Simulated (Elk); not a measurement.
Worked example: self-consistent single point of HfC (Fm-3m, 2 atoms in the cell) in Elk.

Computed with PBE, all-electron FP-LAPW, Elk's shipped species files, APW+lo basis with extra local orbitals (Elk).

The change in words: lattice scaled by 0.98. Reference geometry:
```xyz
2
Lattice="0.0000 2.3200 2.3200 2.3200 0.0000 2.3200 2.3200 2.3200 0.0000" Properties=species:S:1:pos:R:3 pbc="T T T"
Hf     0.0000     0.0000     0.0000
C      2.3200     2.3200     2.3200
```

Reference input (self-consistent single point, DFT, PBE, all-electron FP-LAPW, Elk's shipped species files, APW+lo basis with extra local orbitals): xctype = 20; rgkmax = 7.5; swidth = 0.00367493 Ha; ngridk = 10 10 10; gmaxvr = 14 1/bohr; nxlo = 2; lorbcnd = true; rmtscf = 0.89; lmaxi = 2; maxscl = 100. This run's input differs from it in these lines:

```diff
@@ -31,5 +31,5 @@
 avec
-    0.0000000000    4.3841646091    4.3841646091
-    4.3841646091    0.0000000000    4.3841646091
-    4.3841646091    4.3841646091    0.0000000000
+    0.0000000000    4.2964813169    4.2964813169
+    4.2964813169    0.0000000000    4.2964813169
+    4.2964813169    4.2964813169    0.0000000000
```

The program printed (abridged):

```
│ Self-consistent loop started │
│ Loop number : 1 │
 total energy                :     -15126.3736112
│ Loop number : 2 │
 total energy                :     -15127.0277647
RMS change in Kohn-Sham potential (target) :    2.176650473     (  0.1000000000E-05)
Absolute change in total energy (target)   :   0.6541534595     (  0.1000000000E-03)
│ Loop number : 3 │
 total energy                :     -15126.5404653
RMS change in Kohn-Sham potential (target) :    2.147457530     (  0.1000000000E-05)
Absolute change in total energy (target)   :   0.3237610392     (  0.1000000000E-03)
│ Loop number : 4 │
   [... lines left out ...]
Absolute change in total energy (target)   :   0.1987860287E-03 (  0.1000000000E-03)
│ Loop number : 16 │
 total energy                :     -15136.1299960
RMS change in Kohn-Sham potential (target) :   0.6035150906E-06 (  0.1000000000E-05)
Absolute change in total energy (target)   :   0.1424060229E-03 (  0.1000000000E-03)
│ Loop number : 17 │
 total energy                :     -15136.1299978
RMS change in Kohn-Sham potential (target) :   0.1782561563E-06 (  0.1000000000E-05)
Absolute change in total energy (target)   :   0.3381556780E-04 (  0.1000000000E-03)
Convergence targets achieved

│ Loop number : 18 │

Energies :
 Fermi                       :     0.460209527530
 total energy                :     -15136.1299928

Density of states at Fermi energy :    8.667381831
 (states/Hartree/unit cell)

Estimated indirect band gap :   0.5291217616E-02
 from k-point     31 to k-point      7
Estimated direct band gap   :   0.2519154891E-01
 at k-point     29

Charges :
 core                        :    48.00000000
 valence                     :    30.00000000
 interstitial                :    3.311882020
 muffin-tins (core leakage)
  species :    1 (Hf)
   atom    1                 :    69.94237539     (  0.3601056008E-05)
  species :    2 (C)
   atom    1                 :    4.745742590     (  0.2062735632E-04)
 total in muffin-tins        :    74.68811798
 total calculated charge     :    77.99492256
 total charge                :    78.00000000
 error                       :   0.5077441370E-02

│ Self-consistent loop stopped │
```

The run converged in 18 iterations. The count includes the last loop, which Elk runs after its targets are met. Against the reference run the free energy rises by 47.9 meV/atom.

The starting cell has typed, rounded lattice constants, without a prior relaxation at this level. For this run, on top of that: lattice scaled by 0.98. Spin-orbit coupling is off. Values depend on the basis (sphere radii, cutoffs, local orbitals), which need not be converged. The log's line on a gap gives a spacing of levels on this mesh, which the program prints for metals too.
